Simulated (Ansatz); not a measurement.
## MgO, response to strain

Base system: MgO in the rock salt structure (space group Fm-3m, No. 225; a = 4.2537 Å).

Strains are applied to the cell and any free atomic positions relax.

All numbers come from PBE, PAW, 420 eV (Ansatz, a first-principles code; spin-orbit coupling left out).

Candidates:
(a) isotropic strain +2.50 %
(b) isotropic strain −1.00 %
(c) isotropic strain +3.00 %
(d) isotropic strain +2.00 %
(e) isotropic strain −1.50 %

Before the change:

- Band gap = 4.46 eV

Problem. Order them by band gap, lowest first.

Solution. (c) isotropic strain +3.00 % (3.68 eV), (a) isotropic strain +2.50 % (3.80 eV), (d) isotropic strain +2.00 % (3.93 eV), (b) isotropic strain −1.00 % (4.75 eV), (e) isotropic strain −1.50 % (4.90 eV)

Stability against distortions was not tested.
